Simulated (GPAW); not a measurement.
**Sensitivity of a calculation on YCuAs2 (P4/nmm, 8 atoms in the cell) to its settings**

```
YCuAs2
1.0
    3.98403     0.00000     0.00000
    0.00000     3.98403     0.00000
    0.00000     0.00000    10.12506
Y As Cu
2 4 2
Direct
  0.50000   0.00000   0.23757
  0.00000   0.50000   0.76243
  0.00000   0.00000   0.00000
  0.50000   0.50000   0.00000
  0.00000   0.50000   0.33914
  0.50000   0.00000   0.66086
  0.00000   0.00000   0.50000
  0.50000   0.50000   0.50000
```

Base run A: LDA (Perdew-Wang 92), GPAW PAW datasets LDA (gpaw-data 1.0.1) (GPAW), self-consistent single point.

Its settings: mode = pw; ecut = 800 eV; xc = LDA; kpts = 3 3 2; mesh shift (steps) = 0 0 0; occupations.name = methfessel-paxton; occupations.width = 0.272 eV; occupations.order = 1; nbands = -12; convergence.forces = 0.001 eV/Å; symmetry.symmorphic = false; symmetry.tolerance = 0.0005; maxiter = 150.

The starting cell comes from a database of published, mostly measured structures (it also holds non-ambient and calculated ones), without a prior relaxation at this level. Its lattice was rescaled by a random factor within 2.5 % of one. Spin polarisation is off. In the base run, with a pressure of about -11 GPa the cell is away from its equilibrium volume at this level. Without a gap this mesh is coarse (it stands for a supercell whose shortest vector is 12 Å).

ΔF is the free energy per atom less that of run A. 

Run A gave: pressure (GPa) -11.43; largest force (eV/Å) 0.342; k-points 6.

Runs:
- B: nbands: -12 → -1
- C: kpts: 3 3 2 → 2 2 1
- D: convergence.forces: 0.001 eV/Å → default; convergence.energy: default → 2e-07 eV/electron; convergence.density: default → 2e-05 e/electron; convergence.eigenstates: default → 2e-11
- E: kpts: 3 3 2 → 2 2 1; occupations.width: 0.272 eV → 0.3 eV
- F: occupations.width: 0.272 eV → 0.05 eV
- G: mixer.backend: default → fft
- H: h: default → 0.15 Å
- I: convergence.forces: 0.001 eV/Å → default; convergence.density: default → 0.0001 e/electron; convergence.energy: default → 0.0005 eV/electron; convergence.eigenstates: default → 4e-08

Problem. What does run F change against A?

Solution. The free energy rises by 2.0 meV/atom, the pressure moves little (-11.43 to -11.49 GPa) and the largest force goes from 0.342 to 0.369 eV/Å.

```tsv
run	ΔF (meV/atom)	pressure (GPa)	largest force (eV/Å)	k-points
A	0.00	-11.43	0.342	6
B	-0.51	-11.42	0.343	6
C	171.8	-11.79	0.667	3
D	0.00	-11.44	0.342	6
E	170.9	-11.74	0.658	3
F	1.97	-11.49	0.369	6
G	0.00	-11.44	0.341	6
H	0.00	-11.43	0.342	6
I	0.00	-11.44	0.345	6
```
